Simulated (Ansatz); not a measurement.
The starting structures come from a database of crystals and need not be the phases stable at ambient conditions.

 Where the default PAW files enter, the runs use the earlier of Ansatz's two default sets.

Here is the system:

```
Si
1.0
    3.83132     0.00000     0.00000
    0.00000     6.33262     0.00000
    1.91566     0.00000     3.31802
Si
4
Direct
  0.33333   0.93699   0.33333
  0.66667   0.06301   0.66667
  0.66667   0.43699   0.66667
  0.33333   0.56301   0.33333
```

Space group of this cell: P6_3/mmc. The cell is taken as given.

The current runs along the normal of the first two printed vectors, the (100) plane. All runs by Ansatz (a program for electronic structure), plane waves and PAW, without spin-orbit coupling; the base is r2SCAN.

```tsv
run	mean pressure (GPa)	gap (eV)	mid-gap κ (1/Å)
base	0.2	0.60	0.096
all lengths scaled by 0.98	6.9	0.46	0.087
all lengths scaled by 1.02	-4.9	?	?
lda in place of r2scan	-2.1	0.32	?
lengths across the current scaled by 0.98, ions clamped	4.5	?	?
lengths across the current scaled by 1.02, ions clamped	-3.4	0.56	0.093
lengths along the current scaled by 0.97, ions clamped	3.4	0.32	0.077
lengths along the current scaled by 1.03, ions clamped	-2.5	0.44	0.089
pbesol in place of r2scan	-0.4	0.30	0.066
```

Task: Complete the blanks.

Result: 
- all lengths scaled by 1.02, gap (eV): 0.72
- all lengths scaled by 1.02, mid-gap κ (1/Å): 0.099
- lda in place of r2scan, mid-gap κ (1/Å): 0.068
- lengths across the current scaled by 0.98, ions clamped, gap (eV): 0.35
- lengths across the current scaled by 0.98, ions clamped, mid-gap κ (1/Å): 0.079
